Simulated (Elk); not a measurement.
A self-consistent single point of BiSb (P1, 2 atoms in the cell) with Elk.

Method of the run: LDA (PW92), all-electron FP-LAPW, Elk's shipped species files, APW+lo basis with extra local orbitals (Elk 10.2.4).

```yaml
crystal:
  lattice:
    - [2.22629, 1.28535, 3.97515]
    - [-2.22629, 1.28535, 3.97515]
    - [0.00000, -2.57070, 3.97515]
  atoms:
    - { symbol: Sb, position: [0.75034, 0.79988, 0.77507] }
    - { symbol: Bi, position: [0.24965, 0.20011, 0.22492] }
```

Reference input (self-consistent single point, DFT, LDA (PW92), all-electron FP-LAPW, Elk's shipped species files, APW+lo basis with extra local orbitals): xctype = 3; rgkmax = 8; stype = 0; swidth = 0.00999582 Ha; ngridk = 6 6 6; gmaxvr = 14 1/bohr; nxlo = 2; lorbcnd = true; rmtscf = 0.91; lmaxi = 2. This run's input differs from it in these lines:

```diff
@@ -45,3 +45,3 @@
 ngridk
-  6 6 6
+  5 5 5
```

Log, with long lists cut:

```
│ Self-consistent loop started │
│ Loop number : 1 │
 total energy                :     -28056.8315603
│ Loop number : 2 │
 total energy                :     -28056.8173766
RMS change in Kohn-Sham potential (target) :   0.6290887550E-01 (  0.1000000000E-05)
Absolute change in total energy (target)   :   0.1418376004E-01 (  0.1000000000E-03)
│ Loop number : 3 │
 total energy                :     -28056.6717082
RMS change in Kohn-Sham potential (target) :   0.6191749535E-01 (  0.1000000000E-05)
Absolute change in total energy (target)   :   0.1492143340     (  0.1000000000E-03)
│ Loop number : 4 │
   [... lines left out ...]
Absolute change in total energy (target)   :   0.9680962612E-03 (  0.1000000000E-03)
│ Loop number : 13 │
 total energy                :     -28048.2268785
RMS change in Kohn-Sham potential (target) :   0.5759742661E-07 (  0.1000000000E-05)
Absolute change in total energy (target)   :   0.2233998312E-03 (  0.1000000000E-03)
│ Loop number : 14 │
 total energy                :     -28048.2268755
RMS change in Kohn-Sham potential (target) :   0.1933413925E-07 (  0.1000000000E-05)
Absolute change in total energy (target)   :   0.5888009400E-04 (  0.1000000000E-03)
Convergence targets achieved

│ Loop number : 15 │

Energies :
 Fermi                       :     0.210597543189
 total energy                :     -28048.2268727

Density of states at Fermi energy :    5.958438515
 (states/Hartree/unit cell)

Estimated indirect band gap :   0.7729837648E-02
 from k-point     33 to k-point     76
Estimated direct band gap   :   0.2488877989E-01
 at k-point    124

Charges :
 core                        :    104.0000000
 valence                     :    30.00000000
 interstitial                :    5.035559537
 muffin-tins (core leakage)
  species :    1 (Sb)
   atom    1                 :    48.37542497     (  0.2728245050E-02)
  species :    2 (Bi)
   atom    1                 :    80.58901549     (  0.2387979193E-02)
 total in muffin-tins        :    128.9644405
 total calculated charge     :    133.9950506
 total charge                :    134.0000000
 error                       :   0.4949428026E-02

│ Self-consistent loop stopped │
```

The run converged in 15 iterations. The count includes the last loop, which Elk runs after its targets are met. Against the reference run the total energy falls by 14.6 meV/atom.

The starting cell comes from a database of computed structures (which also holds hypothetical and non-ambient phases and stackings), without a prior relaxation at this level. Its atoms were displaced at random from the sites of space group no. 160. Spin-orbit coupling is off. Values depend on the basis (sphere radii, cutoffs, local orbitals), which need not be converged. The run gives no clean gap (levels at the Fermi energy touch, overlap or are partly filled at this smearing), which alone does not show that the compound is a metal. The log's line on a gap gives a spacing of levels on this mesh, which the program prints for metals too.

Cost on one core of a shared machine: roughly 2 min.
